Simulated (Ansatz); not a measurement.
Abridged Ansatz (a quantum-chemistry and plane-wave program) output:

```
Pseudopotential: Au, paw, valence charge 19
Crystal: 1 atoms, lattice volume = 17.536 Å³
Basis set: ecut = 500 eV, 459 PW (Γ), exchange–correlation on 96×96×96 points (64 copies of the dense FFT grid, shifted against one another)
Bands: 14, of which v1, the nominal top of the filled ones, is band 10 counted from 1 (9 counted from 0)
Symmetry: 48 space group operations
k-points: 220 of 6859
Functional: x = r2scan, c = r2scan; τ floored in thin density (d = 2e-4 eV/Å³)
SCF iter   1: F=—  HF=-13163.515079 eV  |F-HF|=—  |Δ(HF+E_count)|=         —  Δρ=1.47e-2  dr2=3.91e-2  dr2_τ=2.98e-3  ethr=1.77e-3  ⟨swp⟩=5.1  Hψ=16069  notcnv=0
SCF iter   2: F=—  HF=-13163.506715 eV  |F-HF|=—  |Δ(HF+E_count)|=   8.36e-3  Δρ=5.83e-3  dr2=5.65e-3  dr2_τ=1.06e-3  ethr=2.06e-4  ⟨swp⟩=2.0  Hψ=5744  notcnv=0  defer=58
SCF 1 converged in 7 iterations: F = -13163.507287 eV  dr2 = 7.61e-11
SCF converged after 7 iterations
Free energy (F): -13163.507287 eV
Internal energy: -13163.504086 eV  (E = F + TS)
E sigma→0 (E₀):  -13163.505687 eV
Entropy (-TS):   -0.003201 eV (-3.201 meV/atom)
Fermi energy:    19.806129 eV
--- Forces (eV/Å), atoms counted from 1 ---
  atom   1  Au    -0.00000000     0.00000000    -0.00000000
--- Stress (GPa, compression-positive) ---
        0.000285       0.000000       0.000000
        0.000000       0.000285       0.000000
        0.000000       0.000000       0.000285
  P = ⅓ Tr σ = 0.0003 GPa (0.003 kbar)
```

**Question.** What was computed, and what are the main results?

**Answer.** Au, 1 atom in the cell, with Kohn–Sham DFT with the r2SCAN functional, run in Ansatz with PAW and 500 eV plane waves, no SOC. The last SCF converged to F = -13163.507287 eV, or -13163.5073 eV per atom, at a pressure of 0.00 GPa. The total energy compares only with runs of the same code, potentials and settings.

No phonon test of stability was made. The cell is Au in the fcc (Cu type) structure (space group Fm-3m, No. 225).
